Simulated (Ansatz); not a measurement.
Sc under a change: isotropic strain −3.00 %

Start from Sc in the hcp (Mg type) structure (space group P6_3/mmc, No. 194; a = 3.2754 Å, c = 5.1051 Å; relaxed with 0.1 eV smearing).

Modification: the cell is scaled by 0.9700 in all directions; the atoms relax in the strained cell.

The values are results of Ansatz (a first-principles code), PBEsol, PAW, cutoff 420 eV, scalar-relativistic without spin-orbit coupling, not measurements. Γ-centred 20×20×12 mesh, Fermi–Dirac width 0.1 eV.

* **Space group**: P6_3/mmc (No. 194) (base P6_3/mmc (No. 194))
* **Shortest interatomic distance**: 308.1 pm (base 317.7 pm)
* **Energy relative to the base (free energy F)**: +36 meV/atom
* **Pressure (mean of the normal stresses, compression positive)**: 6.0 GPa (base 0.0 GPa)
* **Band gap**: zero (base zero)

No phonon test of stability was made. All final runs are without spin polarisation.
